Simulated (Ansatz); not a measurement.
**Pressure series in InHO2**

The parent structure is InHO2 (space group Pnnm, No. 58; a = 4.521 Å, b = 5.282 Å, c = 3.287 Å; a cell from a computed database, its experimental status unchecked).

Cell and atoms are relaxed at each pressure.

Levels (all Ansatz, a quantum-chemistry and plane-wave program, PAW): PBEsol (420 eV, spin-orbit coupling left out); HSE06 (420 eV, spin-orbit coupling left out).

Band gaps by level, all at the geometries relaxed with PBEsol:

```csv
case,PBEsol,HSE06
base,1.98 eV,3.66 eV
pressure −2 GPa,1.89 eV,3.56 eV
pressure −1 GPa,1.94 eV,3.61 eV
pressure 0.3 GPa,1.99 eV,3.67 eV
pressure 0.7 GPa,2.01 eV,3.69 eV
pressure 1.5 GPa,2.04 eV,3.72 eV
pressure 3 GPa,2.10 eV,3.79 eV
pressure 7.5 GPa,2.26 eV,3.98 eV
```

Single points use the geometry relaxed with PBEsol. Load acts through the strain it causes; cell and atoms are relaxed under it. Stability against distortions was not tested. Competing high-pressure phases were not computed.
